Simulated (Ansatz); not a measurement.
Functionals compared on the (21-31) surface of hcp Hf in its 1x1 cell, outermost plane spacing 0.17 Å in the ideal cut, in Ansatz (plane waves, PAW). The structure was relaxed with PBE; the other rows are single points on it, each with its references at the same level. Cutoff 420 eV (500 eV for r2SCAN).

Slab: 22 atoms, 10.4 Å thick at the start (thin: gaps and levels are the slab's own); k 7x5x1, smearing 0.1 eV, dipole-corrected; all atoms relaxed; start symmetry kept, larger cells not searched; no spin, no spin-orbit, no U. These notes are the PBE run's.

| functional | surface energy (J/m²) | work function of the top face (eV) | rough cost of the single point |
|---|---|---|---|
| PBE | 1.88 | 3.46 | – |
| LDA | 2.11 | 3.69 | roughly 11 core-minutes |
| PBEsol | 2.06 | 3.53 | about 11 core-minutes (a rough figure) |
| RPBE | 1.76 | 3.34 | about 14 core-minutes (a rough figure) |
| r2SCAN | 2.06 | 3.48 | very roughly 30 core-minutes |

Ansatz is a quantum-chemistry and plane-wave program.
